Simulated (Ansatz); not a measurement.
The parent structure is SiC (space group P6_422, No. 181; a = 3.066 Å, c = 7.031 Å; a hypothetical phase, not in the database extracts checked).

Perturbation: hole doping at 7.0×10^21 cm⁻³ (0.401 per cell), with a uniform compensating background at fixed cell and a 300 K Fermi–Dirac width.

Computed with Ansatz (a program for electronic structure), PBEsol, PAW, cutoff 420 eV, scalar-relativistic without spin-orbit coupling.

Base, band edges from the VBM (valence, conduction): K -2.38, 2.51; H -2.51, 2.78; M -2.21, 0.77; L -2.07, 1.81; A -0.17, 2.95; Γ 0.00, 3.35 eV.

Question: Give the band edges at the high-symmetry points of the new zone, measured from its valence-band maximum.

Answer: 
```tsv
point	valence edge (eV)	conduction edge (eV)
Γ	0.00	3.46
M	-2.18	0.89
K	-2.34	2.63
A	-0.17	3.05
L	-2.02	1.91
H	-2.44	2.87
```

The gap is 0.89 eV, indirect, Γ → M.

Carriers are added with a uniform compensating background; total energy and stress of such cells depend on the potential's zero and are not compared; many-body gap narrowing is missing at this level. Stability against distortions was not tested.
